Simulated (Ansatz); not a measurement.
Results of r²SCAN+rVV10 in Ansatz (PAW) for hexagonal WC.

Run with plane-wave cutoff 600 eV, 24×24×22 k mesh (along the axes of the cell as run), Fermi–Dirac smearing 0.055 eV (set by the program), no spin polarisation, scalar-relativistic PAW data made under PBE.

Computed at the level's own relaxed cell.

Question: Estimate the elastic constant C13, Young modulus, elastic constant C33, elastic constant C11, elastic constant C12, elastic constant C44 and elastic constant C66 that the calculation returns.

Answer: 
* **elastic constant C13**: 178 GPa
* **Young modulus**: 729 GPa
* **elastic constant C33**: 1005 GPa
* **elastic constant C11**: 749 GPa
* **elastic constant C12**: 241 GPa
* **elastic constant C44**: 322 GPa
* **elastic constant C66**: 254 GPa

Elastic constants are with the ions relaxed.

Spin–orbit coupling is not included.

The computed numbers hold no vibrational or temperature effects.

Ansatz is an electronic-structure program.
